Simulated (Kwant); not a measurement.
Model system: zigzag germanene ribbon with Haldane second-neighbour hopping. 15 zigzag chains, bond 0.232 nm, hopping 1.3 eV, scattering region 12 nm long; sites with one neighbour are removed; energy swept from -0.33 to 0.33 eV from the neutrality point. Staggered potential ±Δ on the two sublattices, Δ = 0.21 eV. The real sheet's buckling is left out. Second-neighbour term iλ/(3√3) ν with λ = 0.13 eV, a model term that the material doesn't have.

The device is made up for the run: typed textbook-type constants, with dimensions and the other settings drawn at random.

Computed with Kwant: nearest-neighbour tight-binding model of a honeycomb sheet with an imaginary second-neighbour term, one spin, coherent transport at 0 K. Conductance is in e²/h.

Question: Is the sheet in its topological phase, how wide is its bulk gap, and what conductance is due inside it?

Answer: At the two valleys the masses are λ ± Δ = 0.340 and -0.0800 eV; the bulk gap is 2|λ − Δ| = 0.160 eV. λ < Δ, so the phase is trivial, and the gap gives G = 0. Simulated at 0.0330 eV: 0 e²/h.
